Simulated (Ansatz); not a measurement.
What Hf → Ta does to Hf

Consider Hf in the hcp (Mg type) structure (space group P6_3/mmc, No. 194; a = 3.159 Å, c = 5.000 Å).

Perturbation: every Hf is replaced by Ta; the structure is relaxed again.

Computed with PBEsol (Ansatz, a first-principles code), no spin-orbit coupling. Γ-centred 19×19×9 mesh, Fermi–Dirac width 0.05 eV, for the changed cell.

The volume per atom drops by 3.50 Å³ (21.61 Å³ → 18.11 Å³) and the lattice parameter a falls by 0.293 Å (3.159 Å → 2.866 Å). The c/a ratio increases by 0.194 to 1.777 and the space group stays P6_3/mmc (No. 194). The shortest interatomic distance drops by 0.229 Å to 2.866 Å and the band gap stays zero.

Final structure:

```
Ta
1.0
    2.86601     0.00000     0.00000
   -1.43300     2.48204     0.00000
    0.00000     0.00000     5.09179
Ta
2
Cartesian
  0.00000   1.65469   3.81884
  1.43300   0.82735   1.27295
```

Whether these cells are dynamically stable was not tested. For Ta in this form, whether it has been made was not checked. The final runs are not spin-polarised. This is not the structure that Ta has at room temperature and ambient pressure.
